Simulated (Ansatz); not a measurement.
## W: energy against strain

W (bcc, Im-3m, 15.910 Å³/atom at rest, cube axes along x, y and z) under a strain ε along a cube axis (axis z), the other axes held. r2SCAN in Ansatz, a plane-wave DFT program (PAW, default set), 500 eV, 29×29×29 Γ-centred mesh, Fermi-Dirac smearing 0.10 eV; ions are relaxed within the symmetry of each cell.

Here s stands for strain and y for E less E0.

| strain (%) | E less E0 (meV/atom) |
|---|---|
| -1.50 | 6.35 |
| -1.00 | 2.79 |
| -0.50 | 0.69 |
| 0.00 | 0.00 |
| 0.50 | 0.67 |
| 1.00 | 2.67 |
| 1.50 | 5.94 |
| 3.00 | ? |

Question: Using a parabola, estimate the missing y at s = 3.00 from the other rows, showing the fit.

Answer: Least squares gives y = -0.002 - 0.1064·s + 2.7319·s². Residuals (row less fit): 0.046, -0.046, -0.044, 0.002, 0.042, 0.046, -0.045; standard error 0.055 (degrees of freedom: 4). Twice the quadratic coefficient over the volume, 2 × 2.7319 meV × 10⁴ × 0.1602 / 15.910 Å³, is the elastic constant C11 = 550 ± 5 GPa. At the withheld row, y = -0.002 - 0.1064 × 3.0 + 2.7319 × 3.0² = 24.266 meV/atom. The calculation gives 22.98 meV/atom, 1.286 meV/atom below the prediction (5.6 % of the range of y in the table). The row lies outside the fitted rows, so this is an extrapolation. From the scatter of the fitted rows alone, a prediction at this place has a standard error of 0.211 meV/atom, so the miss is 6.1 times that.

One order more, fitted to all 13 runs of the series, follows each within 0.01, so the miss is the next term of a smooth law. In a metal these values are sensitive to mesh and smearing; energies are taken to zero smearing, stresses follow the free energy. Rows are the converged runs of the series near zero and its far end; series whose fitted rows scatter by over a few per cent of the range, as at a crossing or softening among them, aren't shown in this form. Most that stay on the fit to the last digits aren't either.
